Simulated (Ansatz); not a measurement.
The parent structure is Mg in the hcp (Mg type) structure (space group P6_3/mmc, No. 194; a = 3.173 Å, c = 5.182 Å). Axes: x lies along a and z along c of the hexagonal cell.

Calculations: Ansatz (a program for electronic structure) r2SCAN, spin-orbit coupling left out.

For the base:

| Property | Value |
|---|---|
| Band gap | zero |

One thing is altered: a free-standing slab of 3 layers (3 atoms, 1 a layer) is cut normal to the z axis, with 15 Å of vacuum and the in-plane cell held at bulk; forces were under the threshold from the start, so the atoms kept their bulk positions.

Task: What happens to the excess energy per area of both faces?

Result: The excess energy per area of both faces (slab less bulk energy over the cell's area: twice a surface energy) comes out as 1.26 J/m² (uncertain by up to 0.06 J/m²).

Task: What happens to the band gap?

Result: The band gap remains zero.

The excess energy carries the mismatch between the slab's and the bulk's meshes. Whether these cells are dynamically stable was not tested.
